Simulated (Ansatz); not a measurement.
## Effect of biaxial strain +2.49 %, plane normal [001], relaxed out of plane on GaSb

Base system: GaSb in the zinc blende structure (space group F-43m, No. 216; a = 6.1335 Å). Axes: x, y, z lie along the cube axes.

Now apply this change: biaxial strain +2.49 %, plane normal [001], relaxed out of plane (Cartesian); in-plane vectors clamped, the third vector and the atoms free.

The values are results of r2SCAN (Ansatz, a program for electronic structure; PAW; 500 eV plane waves; no spin-orbit coupling), earlier PAW set, not measurements. k-mesh 13×13×13 (Γ-centred); smearing 0.05 eV (Fermi–Dirac).

The volume per atom grows by 0.81 Å³ (28.84 Å³ → 29.65 Å³) and the space group goes from F-43m (No. 216) to I-4m2 (No. 119). The shortest interatomic distance goes up by 0.026 Å, from 2.656 Å to 2.682 Å and the energy increases by 9.6 meV/atom. The pressure (mean of the normal stresses, compression positive) goes from zero to -1.4 GPa and the band gap becomes zero (base: 0.41 eV). The out-of-plane strain amounts to -2.14 % (rough).

Without a gap, meshes like the base's 13×13×13 leave anisotropic stresses uncertain by several tenths of a GPa, and small strain energies with them. With Sb present, leaving out spin-orbit coupling can change the band edges. Stability against distortions was not tested. The final runs are not spin-polarised. Gaps under 0.05 eV, about the width of the smearing, are given as zero. The zero or small gap of GaSb under biaxial strain +2.49 %, plane normal [001], relaxed out of plane can change with the level of theory.
